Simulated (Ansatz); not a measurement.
H on the 1x1 (110) surface of bcc Mo, one in a 1x1 cell, energies for each (7.1 Å²). Energies are against ½ H2(g), without zero-point or thermal terms; each row is named by its start.

These are PBE (plane waves to 420 eV, PAW; Ansatz, a first-principles code) values and carry that method's errors.

Problem. Which site binds most strongly?
A) top Mo
B) hollow Mo-Mo-Mo
C) bridge Mo-Mo (span 3.2 Å)
D) bridge Mo-Mo (span 2.7 Å)

Solution. B, hollow Mo-Mo-Mo. Adsorption energies: hollow Mo-Mo-Mo -0.73 eV; bridge Mo-Mo (span 2.7 Å) -0.58 eV; bridge Mo-Mo (span 3.2 Å) -0.45 eV; top Mo 0.25 eV.
